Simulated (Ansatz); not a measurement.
An Ansatz (a first-principles code) run: WC with a change (isotropic strain −3.67 %); plane-wave PAW DFT at the r2SCAN level (Ansatz, 500 eV), no spin-orbit coupling, earlier PAW set.

Input:

Ansatz 0.2 input:
```yaml
crystal:
  lattice:
    - [2.8061719003, 0, 0]
    - [-1.4030859501, 2.430216153, 0]
    - [0, 0, 2.7317724001]
  atoms:
    - { symbol: W, position: [0, 0, 0] }
    - { symbol: C, position: [0.6666666667, 0.3333333333, 0.5] }
basis: { ecutwfc: 500, ecutrho_ratio: 4, xc_grid: 4, fft_grid_basis: typed }
kpoints: { mp_grid: { grid: [23, 23, 20] } }
hamiltonian:
  xc: r2scan
  dispersion: none
  pseudopotentials: { azcp: { folder: ./paw }, kind: paw }
scf: { occupations: { method: fermi_dirac, width: 0.1 }, convergence: { dr2_threshold: 0.0000000002 } }
relax: { f_tol: 0.005, max_steps: 50 }
output: { forces: true, stress: true }
checkpoint: { write: state.ck, write_every: 1000 }
```

Output:

```
Relaxation: its limit of steps is 50 (relax.max_steps)
WARN ansatz: RAYON_NUM_THREADS=1 ignored (pool sized by the plan → 1); use --threads N
Pseudopotentials: kind: paw
Pseudopotential: W, paw, valence charge 14
Pseudopotential: C, paw, valence charge 4
Functional definition: r2SCAN
Crystal: 2 atoms, lattice volume = 18.630 Å³
Basis set: ecut = 500 eV, 441 PW (Γ), exchange–correlation on 96×96×80 points (64 copies of the dense FFT grid, shifted against one another)
Bands: 13, of which v1, the nominal top of the filled ones, is band 9 counted from 1 (8 counted from 0)
Symmetry: 12 space group operations
Space group: P-6m2 (ITA 187), of the structure as read, at distance tolerance 2.7e-5 Å
k-points: 616 of 10580 (time reversal used)
PAW frozen core: W, regenerated for the run's functional
PAW frozen core: C, regenerated for the run's functional
Initial density: superposition of atomic densities (chi_scale 0.1, normalization cell, long waves kept (reshape's long-wave potential 0.00 eV rms))
Initial wavefunctions: pseudopotential atomic-orbital guess
Eigensolver: davidson
Functional: x = r2scan, c = r2scan; τ floored in thin density (d = 2e-4 eV/Å³)
SCF iter   1: F=—  HF=-10650.791298 eV  |F-HF|=—  |Δ(HF+E_count)|=         —  Δρ=1.36e-1  dr2=4.29e0  dr2_τ=5.78e-1  ethr=3.10e-3  ⟨swp⟩=5.4  Hψ=39680  notcnv=0
all-band conjugate gradients solve this SCF's bands
preconditioner: auto → none
SCF iter   2: F=—  HF=-10649.974492 eV  |F-HF|=—  |Δ(HF+E_count)|=   8.17e-1  Δρ=5.12e-2  dr2=5.19e-1  dr2_τ=8.87e-2  ethr=3.10e-3  ⟨swp⟩=3.0  Hψ=19308  notcnv=0
SCF iter   3: F=—  HF=-10649.915165 eV  |F-HF|=—  |Δ(HF+E_count)|=   5.93e-2  Δρ=1.06e-2  dr2=7.98e-3  dr2_τ=9.90e-4  ethr=2.89e-3  ⟨swp⟩=2.0  Hψ=14383  notcnv=0
SCF iter   4: F=—  HF=-10649.923062 eV  |F-HF|=—  |Δ(HF+E_count)|=   7.90e-3  Δρ=1.58e-3  dr2=3.10e-4  dr2_τ=5.43e-5  ethr=4.43e-5  ⟨swp⟩=2.3  Hψ=13423  notcnv=0
SCF iter   5: F=—  HF=-10649.923140 eV  |F-HF|=—  |Δ(HF+E_count)|=   7.81e-5  Δρ=2.44e-4  dr2=4.10e-6  dr2_τ=1.50e-6  ethr=1.72e-6  ⟨swp⟩=2.1  Hψ=13046  notcnv=0
SCF iter   6: F=—  HF=-10649.923144 eV  |F-HF|=—  |Δ(HF+E_count)|=   4.40e-6  Δρ=3.91e-5  dr2=2.30e-7  dr2_τ=4.33e-8  ethr=2.28e-8  ⟨swp⟩=2.0  Hψ=13202  notcnv=0
SCF iter   7: F=—  HF=-10649.923145 eV  |F-HF|=—  |Δ(HF+E_count)|=   4.54e-7  Δρ=4.07e-6  dr2=2.05e-9  dr2_τ=9.84e-10  ethr=1.28e-9  ⟨swp⟩=2.1  Hψ=11275  notcnv=0
SCF iter   8: F=-10649.923145 eV  HF=-10649.923145 eV  |F-HF|=3.64e-12  |Δ(HF+E_count)|=   1.75e-9  Δρ=7.95e-7  dr2=9.33e-11  dr2_τ=9.06e-12  ethr=1.11e-12  ⟨swp⟩=5.0  Hψ=30063  notcnv=0
SCF 1 converged in 8 iterations: F = -10649.923145 eV  dr2 = 9.33e-11
relax step   1: F+E_penalty+E_count = -10649.92314468 eV  Δ(F+E_penalty+E_count) = +0.000e0 eV  max|allowed force component| = 1.156e-16 eV/Å  Δτ_max = 0.0000 Å  (8 SCF iters, accepted)
Crystal: 2 atoms, lattice volume = 18.630 Å³
Initial density: handed on by an earlier stage of this run
Initial wavefunctions: those handed on with the density
iter 1 solved again at ethr=1.00e-12 eV; its pass at ethr=3.10e-3 eV (dr2=9.37e-11 eV) is discarded
SCF iter   1: F=—  HF=-10649.923145 eV  |F-HF|=—  |Δ(HF+E_count)|=         —  Δρ=7.95e-7  dr2=9.33e-11  dr2_τ=9.07e-12  ethr=1.00e-12  ⟨swp⟩=2.3  Hψ=48239  notcnv=0
preconditioner: auto → none
SCF iter   2: F=-10649.923145 eV  HF=-10649.923145 eV  |F-HF|=7.28e-12  |Δ(HF+E_count)|=  2.00e-11  Δρ=3.89e-7  dr2=1.77e-11  dr2_τ=3.10e-12  ethr=1.00e-12  ⟨swp⟩=4.0  Hψ=24639  notcnv=0
SCF 2 converged in 2 iterations: F = -10649.923145 eV  dr2 = 1.77e-11
the relaxation is at rest under the 12 symmetry operations that the run kept from its start: a minimum is not shown …
SCF converged after 2 iterations
Free energy (F): -10649.923145 eV
Harris-Foulkes:  -10649.923145 eV  (|F-HF|=7.28e-12)
Internal energy: -10649.914611 eV  (E = F + TS)
E sigma→0 (E₀):  -10649.918878 eV
Entropy (-TS):   -0.008534 eV (-4.267 meV/atom)
Fermi energy:    23.038150 eV
--- Per-component energies (eV) ---
  E_band       = -32.469761
  E_kinetic    = 521.397292
  E_local      = -523.625329  (includes V_loc(G=0)·N_el)
  E_nonlocal   = -1.874541
  E_hartree    = 227.989963
  E_xc         = -301.184837
  E_vxc        = -322.431445  (∫ρ·V_xc dr)
  E_paw        = -8710.033764  (= ΣΔE_a)
  E_vpaw       = -178.540338  (= ΣTr[D̂ρ^β])
  E_aug_tail   = 0.000059  (compensation charges beyond the density's cutoff)
  E_vtau       = 16.624602  (kinetic-family band-sum trace: ∫τ·v_τ [+ j·A + Jᵃ·Aᵃ] dr)
  E_ewald      = -1861.970526
  E_core_change = -0.612928  (= ΣΔE_core)
  E_smearing   = -0.008534  (= −TS)
  E_closure    = 0.000000  (closes the sum)
  Σ components = -10649.923145   (vs F -10649.923145, Δ=0.00e0)
  [band-id]    e_kinetic+e_local+e_nonlocal+2·e_hartree+e_vxc+e_vpaw+e_augmentation_tail+e_vtau = -32.469774   (vs E_band -32.469761, Δ=-1.35e-5)
--- Forces (eV/Å), atoms counted from 1 ---
  atom   1  W      0.00000000    -0.00000000     0.00000000
  atom   2  C      0.00000000     0.00000000     0.00000000
  max |Σ_I F_I| component: 2.13e-16 eV/Å
--- Stress (GPa, compression-positive) ---
       54.473927       0.000000       0.000000
       -0.000000      54.473927       0.000000
        0.000000       0.000000      63.307351
  P = ⅓ Tr σ = 57.4184 GPa (574.184 kbar)
  The stress holds the Pulay correction. Without it, at fixed plane waves, as pw.x and ABINIT print it: P = 57.3655 GPa
  The stress includes an estimate of the error left by incomplete SCF convergence (largest component 0.0001 GPa).
--- Band table ---
  band table: none
--- Relaxed structure (1 steps of the walk, 1 accepted, 0 SCFs on fresh bases) ---
  F+E_penalty+E_count = -10649.92314468 eV   max|allowed force component| = 1.156e-16 eV/Å
  atoms:
    - { symbol: W, position: [-3.700743415524894e-17, 0.0, 0.0] }
    - { symbol: C, position: [0.6666666666666667, 0.3333333333333333, 0.5] }
```

Whether these cells are dynamically stable was not tested. All final runs are without spin polarisation. The cell was made from WC (space group P-6m2, No. 187) by this change: isotropic strain −3.67 %.
